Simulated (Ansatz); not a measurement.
Structures of equal composition on the (111) surface of fcc Ir: one row in 3 of the top plane missing; (√3x√3)R30°, one Ir site of the top plane empty. The slabs share one bottom face, and each structure is named by its start. These are constructed structures in small cells; real faces may alloy, dewet or reconstruct in larger ones, and not all known structures of the face are among them. Slabs of about 11 Å, Fermi-Dirac smearing of 0.1 eV. Bottom of the slabs: a bare face, its two planes held. Relaxed from the named starts with such symmetry as they have, on meshes of like density; energies extrapolated to zero smearing; spin only where a row says so; no spin-orbit coupling, no U. Brackets mark spin-polarised runs, whose order is one that fits the cell. The cells differ, so small differences also carry the error of unlike k-meshes.

Level of theory: PBE (plane waves to 420 eV, PAW; Ansatz, an electronic-structure program).

Problem. Put the candidates in order of energy per 1x1 cell, lowest first, for PBE.

Solution. one row in 3 of the top plane missing (0.00 eV), (√3x√3)R30°, one Ir site of the top plane empty (0.05 eV)
